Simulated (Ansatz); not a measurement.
## SiO2 under a change: uniaxial strain ε_zz = −3.00 %

Start from SiO2 (space group P3_221, No. 154; a = 4.866 Å, c = 5.365 Å). Axes: x lies along a and z along c of the hexagonal cell.

Perturbation: the cell is compressed by 3.00 % along z with no lateral relaxation; the atoms relax in the strained cell.

All numbers come from Ansatz (an electronic-structure program), LDA, PAW, cutoff 420 eV, no spin-orbit coupling. k-mesh 8×8×6 (Γ-centred); smearing 0.05 eV (Fermi–Dirac).

The volume per atom falls by 0.367 Å³ to 11.86 Å³ and the space group stays P3_221 (No. 154). The shortest interatomic distance is nearly the same (1.608 Å against 1.607 Å) and the energy increases by 3.6 meV/atom. The band gap grows by 0.067 eV, from 5.83 eV to 5.89 eV and the gap character stays indirect, K → Γ. The smallest direct gap increases by 0.06 eV, from 6.12 eV to 6.18 eV and the width of the top valence band hardly moves (0.58 eV against 0.59 eV). The electron mass changes from 0.50 mₑ (at Γ) to 0.49 mₑ (at Γ) and the stress (xx, yy, zz, yz, xz, xy; compression positive) comes out as (0.45, 0.45, 3.28, 0.00, 0.00, 0.00) GPa.

Final structure:

```
SiO2
1.0
    4.86585     0.00000     0.00000
   -2.43292     4.21395     0.00000
    0.00000     0.00000     5.20427
Si O
3 6
Cartesian
 -1.11895   1.93807   1.73476
  1.31398   2.27588   0.00000
  2.23789   0.00000   3.46951
  0.37761   1.72517   1.19055
  0.75008   3.67838   4.66006
  3.18301   0.53557   2.27896
  2.81053   2.48878   0.54421
  1.30524   1.18960   4.01372
 -1.12769   3.02435   2.92530
```

Effective masses come from finite differences of ±0.01 Å⁻¹. Whether these cells are dynamically stable was not tested.
